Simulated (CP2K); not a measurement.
## CP2K run on BaSiO3 (C2/c, 30 atoms in the cell): self-consistent single point

Method: LDA (Pade form), GPW, DZVP-MOLOPT-SR-GTH basis, GTH-PADE potentials (GTH_POTENTIALS) run with CP2K.

The input file:

```
&GLOBAL
  PROJECT bulk
  RUN_TYPE ENERGY_FORCE
  PRINT_LEVEL LOW
&END GLOBAL
&FORCE_EVAL
  METHOD Quickstep
  STRESS_TENSOR ANALYTICAL
  &DFT
    BASIS_SET_FILE_NAME BASIS_MOLOPT
    POTENTIAL_FILE_NAME GTH_POTENTIALS
    &QS
      METHOD GPW
      EPS_DEFAULT 1E-11
    &END QS
    &MGRID
      CUTOFF 500
      REL_CUTOFF 50
      NGRIDS 5
    &END MGRID
    &SCF
      SCF_GUESS ATOMIC
      EPS_SCF 1E-6
      MAX_SCF 100
      ADDED_MOS 30
      &DIAGONALIZATION
        ALGORITHM STANDARD
      &END DIAGONALIZATION
      &MIXING
        METHOD BROYDEN_MIXING
        ALPHA 0.4
        NBUFFER 8
        BETA 1
      &END MIXING
    &END SCF
    &KPOINTS
      SCHEME MONKHORST-PACK 3 3 2
      GAMMA_CENTERED T
    &END KPOINTS
    &XC
      &XC_FUNCTIONAL PADE
      &END XC_FUNCTIONAL
    &END XC
    &PRINT
      &MO
        EIGENVALUES T
        OCCUPATION_NUMBERS T
        NDIGITS 8
        FILENAME mo
        &EACH
          QS_SCF 0
        &END EACH
        ADD_LAST NUMERIC
      &END MO
      &MULLIKEN OFF
      &END MULLIKEN
    &END PRINT
  &END DFT
  &SUBSYS
    &CELL
      ABC 7.51985500 7.51985541 11.38693009
      ALPHA_BETA_GAMMA 108.73514092 108.73513968 60.14569938
      PERIODIC XYZ
    &END CELL
    &COORD
      Ba       1.93122150    -1.05890650     5.28678500
      Ba       1.87167750     3.26096300     0.00000000
      Ba       5.78487877     1.06716628     5.27674011
      Ba       1.82091923     3.33694672     5.29682989
      Ba       5.62926653     0.97705961     0.01004489
      Ba       1.97653147     3.42705339    10.56352511
      Si       6.20480708     3.27248086     2.60638500
      Si       1.40099092     1.13163214     7.96718499
      Si       3.50757179     1.71065532     2.68040000
      Si       4.09822621     2.69345768     7.89317001
      Si       3.50726140     4.82113484     2.64339250
      Si       4.09853660    -0.41702184     7.93017750
      O        6.99335730     3.28433521     3.99913565
      O        0.61244070     1.11977779     6.57443435
      O        3.10475328     1.03265145     1.28764935
      O        4.50104472     3.37146155     9.28592065
      O        6.95314141     3.26557690     1.19608224
      O        0.65265659     1.13853610     9.37748776
      O        3.14104161     1.05819256     4.09070276
      O        4.46475639     3.34592044     6.48286724
      O        5.16478068     4.59008898     2.62372566
      O        2.44101732    -0.18597598     7.94984434
      O        2.88253934     3.26856438     2.66305934
      O        4.72325866     1.13554862     7.91051066
      O        3.13646682     5.50316186     4.04047830
      O        4.46933118    -1.09904886     6.53309170
      O        3.10032357     5.48223327     1.24630670
      O        4.50547443    -1.07812027     9.32726330
      O        5.16846822     1.95227003     2.64339250
      O        2.43732978     2.45184297     7.93017750
    &END COORD
    &KIND Ba
      BASIS_SET DZVP-MOLOPT-SR-GTH-q10
      POTENTIAL GTH-PADE-q10
    &END KIND
    &KIND Si
      BASIS_SET DZVP-MOLOPT-SR-GTH-q4
      POTENTIAL GTH-PADE-q4
    &END KIND
    &KIND O
      BASIS_SET DZVP-MOLOPT-SR-GTH-q6
      POTENTIAL GTH-PADE-q6
    &END KIND
  &END SUBSYS
  &PRINT
    &FORCES ON
    &END FORCES
    &STRESS_TENSOR ON
    &END STRESS_TENSOR
  &END PRINT
&END FORCE_EVAL
```

Log, with long lists cut:

```
 GLOBAL| Method name                                                        CP2K
 GLOBAL| Project name                                                       bulk
 GLOBAL| Run type                                                   ENERGY_FORCE

 TOTAL NUMBERS AND MAXIMUM NUMBERS

  Total number of            - Atomic kinds:                                   3
                             - Atoms:                                         30
                             - Shell sets:                                    30
                             - Shells:                                       156
                             - Primitive Cartesian functions:                150
                             - Cartesian basis functions:                    426
                             - Spherical basis functions:                    396

  Maximum angular momentum of- Orbital basis functions:                        2
                             - Local part of the GTH pseudopotential:          2
                             - Non-local part of the GTH pseudopotential:      3

 SCF PARAMETERS         Density guess:                                    ATOMIC
                        max_scf:                                             100
                        max_diis:                                              4
                        eps_scf:                                        1.00E-06
                        eps_diis:                                       1.00E-01
                        eps_eigval:                                     1.00E-05
                        level_shift [a.u.]:                             0.000000
                        added MOs                                        30    0
                        Mixing method:                            BROYDEN_MIXING
                                                charge density mixing in g-space
                        No outer SCF

 Extrapolation method: initial_guess

 Number of electrons:                                                        192
 Number of occupied orbitals:                                                 96
 Number of molecular orbitals:                                               126

 Number of orbital functions:                                                396
 Number of independent orbital functions:                                    396

 SCF WAVEFUNCTION OPTIMIZATION

  Step     Update method      Time    Convergence         Total energy    Change
     1 NoMix/Diag. 0.40E+00      -     1.83218255      -468.5747422645 -4.69E+02
     2 Broy./Diag. 0.40E+00      -     0.26409318      -444.2050284461  2.44E+01
     3 Broy./Diag. 0.40E+00      -     0.05288391      -465.9584673601 -2.18E+01
     4 Broy./Diag. 0.40E+00      -     0.02651327      -466.8784154401 -9.20E-01
     5 Broy./Diag. 0.40E+00      -     0.00930298      -466.8228774284  5.55E-02
     6 Broy./Diag. 0.40E+00      -     0.00275035      -467.3426761815 -5.20E-01
     7 Broy./Diag. 0.40E+00      -     0.00319424      -467.3832040421 -4.05E-02
     8 Broy./Diag. 0.40E+00      -     0.00200643      -467.5519815117 -1.69E-01
     9 Broy./Diag. 0.40E+00      -     0.00072894      -467.5582434434 -6.26E-03
    10 Broy./Diag. 0.40E+00      -     0.00019241      -467.5621479325 -3.90E-03
    11 Broy./Diag. 0.40E+00      -     0.00007445      -467.5603759895  1.77E-03
    12 Broy./Diag. 0.40E+00      -     0.00007066      -467.5592934320  1.08E-03
    13 Broy./Diag. 0.40E+00      -     0.00001351      -467.5594076689 -1.14E-04
    14 Broy./Diag. 0.40E+00      -     0.00000742      -467.5594706196 -6.30E-05
    15 Broy./Diag. 0.40E+00      -     0.00000285      -467.5594914725 -2.09E-05
    16 Broy./Diag. 0.40E+00      -     0.00000114      -467.5595448207 -5.33E-05
    17 Broy./Diag. 0.40E+00      -     0.00000084      -467.5595726448 -2.78E-05

  *** SCF run converged in    17 steps ***

  Electronic density on regular grids:       -191.9999999984        0.0000000016
  Core density on regular grids:              191.9999999984       -0.0000000016
  Total charge density on r-space grids:       -0.0000000000
  Total charge density g-space grids:          -0.0000000000

  Overlap energy of the core charge distribution:               0.00000024076435
  Self energy of the core charge distribution:              -1113.20157940254626
  Core Hamiltonian energy:                                    287.62790553364789
  Hartree energy:                                             450.99176870572080
  Exchange-correlation energy:                                -92.97766772237017

  Total energy:                                              -467.55957264478332

 ENERGY| Total FORCE_EVAL ( QS ) energy [hartree]           -467.559551891755575

 FORCES| Atomic forces [hartree/bohr]
 FORCES|   Atom     x               y               z               |f|
 FORCES|      1 -4.11704151E-10  8.99769035E-11  6.67368077E-10   7.89288478E-10
 FORCES|      2 -1.78418936E-09  7.90424427E-10  1.16490915E-09   2.27268910E-09
 FORCES|      3 -2.46136746E-04  3.20858210E-05  3.02844176E-05   2.50059880E-04
 FORCES|      4  2.46135205E-04 -3.20813362E-05 -3.02844796E-05   2.50057795E-04
 FORCES|      5  9.47116528E-05  2.29431272E-04 -3.03088900E-05   2.50055263E-04
 FORCES|      6 -9.47127361E-05 -2.29433668E-04  3.03059898E-05   2.50057520E-04
   [... 19 lines left out ...]
 FORCES|     26 -1.77273124E-03  2.97734275E-03  4.74982771E-04   3.49753549E-03
 FORCES|     27  1.69975888E-03 -3.01959917E-03  4.74981334E-04   3.49753723E-03
 FORCES|     28 -1.69975859E-03  3.01959783E-03 -4.74981369E-04   3.49753593E-03
 FORCES|     29  8.00463667E-04 -1.38233211E-03 -3.21946958E-09   1.59736788E-03
 FORCES|     30 -8.00462677E-04  1.38233287E-03 -1.10641506E-09   1.59736804E-03
 FORCES| Sum     1.02603177E-10 -9.29881189E-11 -3.08517203E-10
 FORCES| Total atomic force                                       3.38167217E-10

 STRESS| Analytical stress tensor [bar]
 STRESS|                        x                   y                   z
 STRESS|      x       -2.65780005602E+04   4.38345654645E+01  -1.82167388717E+02
 STRESS|      y        4.38345654645E+01  -2.66283344047E+04  -1.05448503825E+02
 STRESS|      z       -1.82167388717E+02  -1.05448503825E+02  -4.03843591400E+04
 STRESS| 1/3 Trace                                            -3.11968980349E+04
```

The run converged in 17 iterations.

The starting cell comes from a database of computed structures (which also holds hypothetical and non-ambient phases and stackings), without a prior relaxation at this level. Values carry the incompleteness of an atom-centred basis. With a pressure of about -3 GPa the cell is away from its equilibrium volume at this level.

Cost on one core of a shared machine: roughly 4 min.
